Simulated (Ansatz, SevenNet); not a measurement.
For fluorite PbF2 (high-temperature phase), the machine-learned potential SevenNet-0 (trained on PBE and PBE+U data) gives:

```
Item                              Result
------------------------------  --------
lattice constant a               6.001 Å
elastic constant C11            98.7 GPa
elastic constant C44            20.7 GPa
Voigt–Reuss–Hill shear modulus  23.5 GPa
```

### Question
What does r²SCAN in Ansatz (plane waves, PAW) give for the same quantities?

### Answer

- lattice constant a: 5.921 Å (decreases by 1.3 %)
- elastic constant C11: 113 GPa (grows by 14 %)
- elastic constant C44: 23.2 GPa (rises by 12 %)
- Voigt–Reuss–Hill shear modulus: 24.6 GPa (grows by 4.7 %)

For comparison: lattice constant a 5.94 Å (measured, temperature not stated, no zero-point or thermal correction; as tabulated in Cadelano and Cappellini (2011), arXiv:1107.5962); elastic constant C11 96.1 ± 0.09 GPa (measured, room temperature, no zero-point or thermal correction; as tabulated in Jamieson, Manghnani, Matsui, Ming, J. Geophys. Res. 91, 4643 (1986)); elastic constant C44 20.8 ± 0.01 GPa (measured, room temperature, no zero-point or thermal correction; as tabulated in Jamieson, Manghnani, Matsui, Ming, J. Geophys. Res. 91, 4643 (1986)).

Changes are worked out from the printed values.

Unless a cell is named, each level is at its own relaxed cell (SevenNet-0 18.01, r²SCAN 17.30 Å³/atom).

Levels without +SOC leave out spin–orbit coupling, which shifts energies and cells of such heavy elements.

Ansatz's density-functional and Hartree–Fock values are scalar-relativistic unless marked +SOC, with PAW data made under PBE.

Ansatz is a quantum-chemistry and plane-wave program.
